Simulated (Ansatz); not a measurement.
Start from SrO in the rock salt structure (space group Fm-3m, No. 225; a = 5.122 Å).

Calculations: Kohn–Sham DFT with the PBEsol functional, run in Ansatz (an electronic-structure program) with PAW and 420 eV plane waves, scalar-relativistic without spin-orbit coupling.

For the base:

The electron mass is 1.2 mₑ along k, 0.39 mₑ across (at X) and the width of the top valence band is 1.15 eV.

Now apply this change: the cell is scaled by 0.9800 in all directions; the atoms relax in the strained cell.

Task: Estimate the effect on the electron mass, width of the top valence band and energy relative to the base.

Result: The electron mass becomes 1.2 mₑ along k, 0.37 mₑ across (at X) (base: 1.2 mₑ along k, 0.39 mₑ across (at X)); the width of the top valence band rises by 0.12 eV, from 1.15 eV to 1.27 eV; the energy rises by 19 meV/atom.

The levels and masses belong to the bands next to the band gap. Masses are band curvatures over ±0.01 Å⁻¹ around the edge. Along k means along the line from Γ to the band edge. No phonon test of stability was made.
